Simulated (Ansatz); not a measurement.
## A computed series for CdSe: response to strain

The reference is CdSe in the zinc blende structure (space group F-43m, No. 216; a = 6.082 Å). Axes: x, y, z lie along the cube axes.

Strains are applied to the cell and any free atomic positions relax; under biaxial strain the out-of-plane vector relaxes too.

Calculations: plane-wave PAW DFT at the PBEsol level (Ansatz, an electronic-structure program, 420 eV), without spin-orbit coupling.

Notes on the quantities. in-plane stress: mean in-plane stress (compression positive).

```tsv
case	in-plane stress	out-of-plane strain	band gap	electron mass
base	–	–	0.48 eV	0.049 mₑ (at Γ)
biaxial strain −2.50 %, plane normal [111], relaxed out of plane	+2.2 GPa	+2.29 %	0.43 eV	0.057 mₑ out of plane, 0.048 mₑ in plane (at Γ)
biaxial strain −2.08 %, plane normal [111], relaxed out of plane	+1.8 GPa	+1.91 %	0.45 eV	0.056 mₑ out of plane, 0.049 mₑ in plane (at Γ)
biaxial strain −1.67 %, plane normal [111], relaxed out of plane	+1.5 GPa	+1.53 %	0.46 eV	0.055 mₑ out of plane, 0.049 mₑ in plane (at Γ)
biaxial strain −1.25 %, plane normal [111], relaxed out of plane	___	___	0.47 eV	___
biaxial strain −0.83 %, plane normal [111], relaxed out of plane	+0.7 GPa	+0.76 %	0.47 eV	0.052 mₑ out of plane, 0.049 mₑ in plane (at Γ)
biaxial strain −0.42 %, plane normal [111], relaxed out of plane	+0.4 GPa	+0.39 %	0.48 eV	0.049 mₑ (at Γ)
biaxial strain +0.42 %, plane normal [111], relaxed out of plane	-0.4 GPa	-0.35 %	0.45 eV	0.048 mₑ (at Γ)
biaxial strain +0.83 %, plane normal [111], relaxed out of plane	-0.7 GPa	-0.74 %	0.42 eV	0.046 mₑ out of plane, 0.049 mₑ in plane (at Γ)
biaxial strain +2.50 %, plane normal [111], relaxed out of plane	-2.1 GPa	-2.20 %	0.33 eV	0.041 mₑ out of plane, 0.052 mₑ in plane (at Γ)
```

Question: What belongs in the blanks?

Answer: 
- biaxial strain −1.25 %, plane normal [111], relaxed out of plane, in-plane stress: +1.1 GPa
- biaxial strain −1.25 %, plane normal [111], relaxed out of plane, out-of-plane strain: +1.14 %
- biaxial strain −1.25 %, plane normal [111], relaxed out of plane, electron mass: 0.053 mₑ out of plane, 0.049 mₑ in plane (at Γ)

Effective masses come from finite differences of ±0.01 Å⁻¹. Stability against distortions was not tested.
